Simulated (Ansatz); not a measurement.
# Cu_Al (fcc Al host)

Level of theory: PBE, PAW (plane waves to 420 eV; Ansatz, a first-principles code). Cell and caveats: 108-site cell; 4×4×4 shifted k-points; start: the Al site; no Hubbard U; energies good to tenths of an eV; the relaxation kept the symmetry of the starting site.

Neighbours after relaxation, in Å: of the Cu atom: Al 2.81, Al 2.81, Al 2.81, Al 2.81, Al 2.81, Al 2.81, Al 2.81, Al 2.81 (the shell may go on).

Formation energies E_f are those of the neutral cell. Chemical conditions: impurity bounded by its compound with the host (Δμ(Al) = 0.00 eV, Δμ(Cu) = -0.48 eV, bounded by CuAl2 (I4/mcm); only phases computed here count, gases as isolated molecules at 0 K). Reference phases: Al: fcc Al, Cu: fcc Cu.

| charge | moment (μB) | point group | largest move off a lattice site (Å) | E_f, impurity bounded by its compound with the host (eV) |
|---|---|---|---|---|
| 0 | not spin-polarised | Oh | 0.04 | 0.29 |

Point groups are those of the whole cell at tolerances of 0.03 and 0.1 Å ("near" where only the looser one holds); none is given for unsettled states.

All states together cost about 8 core-minutes (a rough figure).
